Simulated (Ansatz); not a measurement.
```yaml
crystal:
  lattice:
    - [0.00000, 2.72489, 2.72489]
    - [2.72489, 0.00000, 2.72489]
    - [2.72489, 2.72489, 0.00000]
  atoms:
    - { symbol: Mg, position: [0.00000, 0.00000, 0.00000] }
    - { symbol: Se, position: [0.50000, 0.50000, 0.50000] }
```

These are PBEsol, rigid bands (plane waves, PAW, scalar-relativistic; Ansatz, a quantum-chemistry and plane-wave program) values and carry that method's errors. How the cell was made: cell and atoms relaxed with PBEsol.

### Question
What conductivity effective mass do dilute electrons have at 300 K?

### Answer
0.29 mₑ.

### Question
And the band gap?

### Answer
1.78 eV at this level; semilocal functionals usually fall short of the measured gap.

Rigid bands, one relaxation time for all states, no polarons. Spin-orbit coupling is left out; where it splits the top of the valence band it changes the hole mass and lowers the gap by about a third of the splitting.
